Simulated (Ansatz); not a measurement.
PbSe: pressure series

Start from PbSe in the rock salt structure (space group Fm-3m, No. 225; a = 6.218 Å).

Cell and atoms are relaxed at each pressure.

All numbers come from PBE (Ansatz, a first-principles code), no spin-orbit coupling.

Candidates:
(a) pressure 2.1 GPa
(b) pressure 0.9 GPa
(c) pressure 4.5 GPa

Base values:

The band gap is 0.43 eV.

Order them by band gap, lowest first.

(c) pressure 4.5 GPa (0.17 eV), (a) pressure 2.1 GPa (0.30 eV), (b) pressure 0.9 GPa (0.38 eV)

With Pb present, leaving out spin-orbit coupling can change the band edges. Load acts through the strain it causes; cell and atoms are relaxed under it. No phonon test of stability was made. The zero or small gap of PbSe under pressure 4.5 GPa can change with the level of theory.
